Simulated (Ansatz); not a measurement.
## WSi2: pressure 100 GPa

The parent structure is WSi2 (space group I4/mmm, No. 139; a = 3.229 Å, c = 7.867 Å).

Now apply this change: a hydrostatic pressure of 100 GPa.

All numbers come from PBE (Ansatz, a first-principles code, PAW, no SOC). Settings: 20×20×20 k-points, 0.05 eV Fermi–Dirac smearing.

```csv
quantity,base,changed,shift
volume per atom,13.67 Å³,10.52 Å³,-3.158 Å³
density,9.72 g/cm³,12.63 g/cm³,+2.917 g/cm³
lattice parameter a,3.229 Å,2.937 Å,-0.2927 Å
c/a ratio,2.436,2.492,+0.0554
shortest interatomic distance,2.603 Å,2.391 Å,-0.212 Å
enthalpy H = E + PV relative to the base's energy,–,+7.35 eV/atom,–
band gap,zero,zero,–
```

Load acts through the strain it causes; cell and atoms are relaxed under it. Stability against distortions was not tested. No other phases were tried under pressure. The final runs are not spin-polarised.
